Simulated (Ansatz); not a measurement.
Base system: Si in the diamond structure (space group Fd-3m, No. 227; a = 5.470 Å).

Level of theory: PBE (Ansatz, a first-principles code, PAW, without spin-orbit coupling), earlier PAW set.

For the base:

| Item | Value |
|---|---|
| Smallest direct gap | 2.55 eV |
| Shortest interatomic distance | 4.476 bohr |
| Band gap | 0.61 eV |

Now apply this change: C takes the place of Si on all its sites; the structure is relaxed again.

Tabulated Pauling electronegativity and covalent radius: Si 1.90, 1.11 Å; C 2.55, 0.76 Å.

Task: What happens to the smallest direct gap?

Result: The smallest direct gap increases by 3.03 eV (2.55 eV → 5.58 eV).

Task: Predict the new shortest interatomic distance.

Result: The shortest interatomic distance falls by 1.553 bohr (4.476 bohr → 2.923 bohr).

Task: What happens to the band gap?

Result: The band gap increases by 3.52 eV, from 0.61 eV to 4.13 eV.

Semilocal Kohn–Sham gaps tend to fall short of experiment. No phonon test of stability was made.
